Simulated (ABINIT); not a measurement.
Input and output of a self-consistent single point for HfC (Fm-3m, 2 atoms in the cell) (ABINIT).

Computed with PBE, PAW (JTH v2.0 PBE PAW) (plane waves; ABINIT 10.0.3).

The change in words: lattice scaled by 0.98. Reference geometry:
```xyz
2
Lattice="0.0000 2.3060 2.3060 2.3060 0.0000 2.3060 2.3060 2.3060 0.0000" Properties=species:S:1:pos:R:3 pbc="T T T"
Hf     0.0000     0.0000     0.0000
C      2.3060     2.3060     2.3060
```

Reference input (self-consistent single point, DFT, PBE, plane waves, PAW (JTH v2.0 PBE PAW)): pseudos = [Hf.GGA_PBE-JTH.xml, C.GGA_PBE-JTH.xml]; ecut = 42 Ry; pawecutdg = 84 Ry; pawxcdev = 0; occopt = 3; tsmear = 0.00183747 Ha; ngkpt = 10 10 10; nshiftk = 1; shiftk = 0 0 0; potentials = JTH v2.0 PBE PAW; nband = 13; kptopt = 1. This run's input differs from it in these lines:

```diff
@@ -3,6 +3,6 @@
 pseudos "Hf.GGA_PBE-JTH.xml, C.GGA_PBE-JTH.xml"
-acell 3.2612019307 3.2612019307 3.2612019307 Angstrom
+acell 3.1959784012 3.1959784012 3.1959784012 Angstrom
 rprim
         -0.0000000000    0.7071067812    0.7071067812
-         0.7071067812    0.0000000000    0.7071067812
+         0.7071067812   -0.0000000000    0.7071067812
          0.7071067812    0.7071067812   -0.0000000000
```

Output (repeated stretches shortened):

```
--- !BeginCycle
solver: {iscf: 17, nstep: 100, nline: 4, wfoptalg: 10, }
tolerances: {toldfe: 1.00E-09, }
...

     iter   Etot(hartree)      deltaE(h)  residm     nres2
 ETOT  1  -55.121165376795    -5.512E+01 2.605E+00 1.427E+01
 ETOT  2  -55.847868560368    -7.267E-01 1.128E-01 1.622E+00
 ETOT  3  -55.846201350918     1.667E-03 2.783E-02 2.076E-01
 ETOT  4  -55.846212838573    -1.149E-05 8.145E-03 3.140E-02
 ETOT  5  -55.846115704276     9.713E-05 3.562E-03 3.228E-04
   [... 2 lines left out ...]
 ETOT  8  -55.846123978434     5.195E-08 1.147E-03 1.245E-06
 ETOT  9  -55.846123984766    -6.332E-09 1.050E-03 2.248E-07
 ETOT 10  -55.846123984872    -1.052E-10 6.197E-04 5.063E-08
 ETOT 11  -55.846123984779     9.222E-11 5.543E-04 4.307E-11
 At SCF step   11, etot is converged :
  for the second time, diff in etot=  9.222E-11 < toldfe=  1.000E-09

 Cartesian components of stress tensor (hartree/bohr^3)
  sigma(1 1)= -8.14631834E-04  sigma(3 2)=  0.00000000E+00
  sigma(2 2)= -8.14631834E-04  sigma(3 1)=  0.00000000E+00
  sigma(3 3)= -8.14631834E-04  sigma(2 1)=  0.00000000E+00

 ----iterations are completed or convergence reached----

 reduced coordinates (array xred) for    2 atoms
       0.000000000000      0.000000000000      0.000000000000
       0.500000000000      0.500000000000      0.500000000000
 cartesian forces (eV/Angstrom) at end:
    1     -0.00000000000000    -0.00000000000000    -0.00000000000000
    2     -0.00000000000000    -0.00000000000000    -0.00000000000000
 frms,max,avg= 0.0000000E+00 0.0000000E+00   0.000E+00  0.000E+00  0.000E+00 e/A
   [... lines left out ...]
 Fermi (or HOMO) energy (hartree) =   0.01613   Average Vxc (hartree)=  -0.47234
   [... lines left out ...]
'-kT*entropy'       : -9.04656869851142E-05
total_energy        : -5.58461247059588E+01
total_energy_eV     : -1.51965033646727E+03
...

-Cartesian components of stress tensor (GPa)         [Pressure=  2.3967E+01 GPa]
- sigma(1 1)= -2.39672920E+01  sigma(3 2)=  0.00000000E+00
- sigma(2 2)= -2.39672920E+01  sigma(3 1)=  0.00000000E+00
- sigma(3 3)= -2.39672920E+01  sigma(2 1)=  0.00000000E+00

 Calculation completed.
```

The run converged in 11 iterations. Against the reference run the free energy rises by 67.2 meV/atom and the pressure goes from 6.02 to 23.97 GPa.

The starting cell comes from a database of computed structures (which also holds hypothetical and non-ambient phases and stackings), without a prior relaxation at this level. Its lattice was rescaled by a random factor within 2.5 % of one. For this run, on top of that: lattice scaled by 0.98. With a pressure of about 24 GPa the cell is away from its equilibrium volume at this level.

Cost on one core of a shared machine: roughly 70 s.
